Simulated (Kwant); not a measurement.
Model: Hückel tight-binding model, one pz orbital an atom, one spin, coherent transport at 0 K (Kwant). Conductance is in e²/h.

Model system: π system c1cc2ccc3cccc4ccc(c1)c2c34 between two chain leads. The π system is taken as planar. Atoms are numbered from 0 in the order of the SMILES. Site energies (eV, carbon 0): [0.0, 0.0, 0.0, 0.0, 0.0, 0.0, 0.0, 0.0, 0.0, 0.0, 0.0, 0.0, 0.0, 0.0, 0.0, 0.0]. Bonds (i, j, β in eV): (0,1,-2.7) (1,2,-2.7) (2,3,-2.7) (3,4,-2.7) (4,5,-2.7) (5,6,-2.7) (6,7,-2.7) (7,8,-2.7) (8,9,-2.7) (9,10,-2.7) (10,11,-2.7) (11,12,-2.7) (12,13,-2.7) (12,14,-2.7) (14,15,-2.7) (13,0,-2.7) (14,2,-2.7) (15,5,-2.7) (15,9,-2.7). Leads: chains of hopping −4.1 eV, joined by −0.54 eV to atoms 0 and 6.

Site energies and bond integrals are typed Hückel values.

Sweep values stay those of the base run.

One input was changed, with this effect: transmission at E = 0 < 1e-12 → 0.0019.

Which change was it?
A. contacts moved from atoms [0, 6] to [0, 4]
B. contacts moved from atoms [0, 6] to [1, 4]
C. contacts moved from atoms [0, 6] to [0, 1]
D. contacts moved from atoms [0, 6] to [0, 3]
E. contacts moved from atoms [0, 6] to [3, 10]
F. contacts moved from atoms [0, 6] to [3, 4]

F, contacts moved from atoms [0, 6] to [3, 4]
